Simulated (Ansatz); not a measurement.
**Defect calculation: Ca on the Li site (Ca_Li) in ferroelectric LiNbO3**

Calculation: PBE, PAW (plane waves to 420 eV; Ansatz, an electronic-structure program). The supercell holds 120 host sites (2×2×1 repeats of the unit cell), with a 2×2×2 Γ-centred k-point sampling for the final energies. Site at the start: the Li site. Energies of charged states are corrected for periodic images (point charge plus alignment at distant sites). Dielectric constants: PBE linear response of the host. Host gap at this level: 3.53 eV. Finite-size and sampling errors can reach tenths of an eV here. Levels are measured in PBE's own, too narrow, gap. Spin–orbit coupling is left out. Each state is the lowest found from its start.

Formation energies E_f are given with the Fermi level at the valence-band maximum. Chemical conditions: Li-rich (Δμ(Li) = -1.11 eV, Δμ(Ca) = -2.59 eV, bounded by LiNbO2 (P6_3/mmc), Li2O (Fm-3m), rock-salt CaO; only phases computed here count, gases as isolated molecules at 0 K); Nb-rich (Δμ(Li) = -1.95 eV, Δμ(Ca) = -2.59 eV, bounded by LiNbO2 (P6_3/mmc), Nb2O5 (C2/c), rock-salt CaO; only phases computed here count, gases as isolated molecules at 0 K); O-rich (Δμ(Li) = -2.82 eV, Δμ(Ca) = -5.89 eV, bounded by Li2O2 (P6_3/mmc), rock-salt CaO; only phases computed here count, gases as isolated molecules at 0 K). Reference phases: Ca: fcc Ca, Li: bcc Li.

Charges from +1 to −1 were run; one beyond them could lie lower near a band edge.

| charge | moment (μB) | point group | largest move off a lattice site (Å) | image correction with alignment (eV) | E_f, Li-rich (eV) | E_f, Nb-rich (eV) | E_f, O-rich (eV) |
|---|---|---|---|---|---|---|---|
| +1 | not spin-polarised | C3 | 0.25 | 0.20 | -2.39 | -3.23 | -0.80 |
| 0* | quenched | – | 0.22 | – | – | – | – |
| −1* | not spin-polarised | – | 0.20 | – | – | – | – |

* At this level the carrier isn't localised at the defect: at charge 0 electrons occupy the conduction band; at charge −1 electrons occupy the conduction band. Such a state is shallow or no state of the defect, and this cell gives it no level.

Point groups are those of the whole cell at tolerances of 0.03 and 0.1 Å ("near" where only the looser one holds); none is given for unsettled states.

Starting moments that weren't kept: charge 0 began with 1 μB and ended with 0.0.

Flagged in the runs: a host whose relaxation on this sampling wasn't shown to rest, a strain field that reaches the edge of the cell.

All states together cost around 11 core-hours (rough).
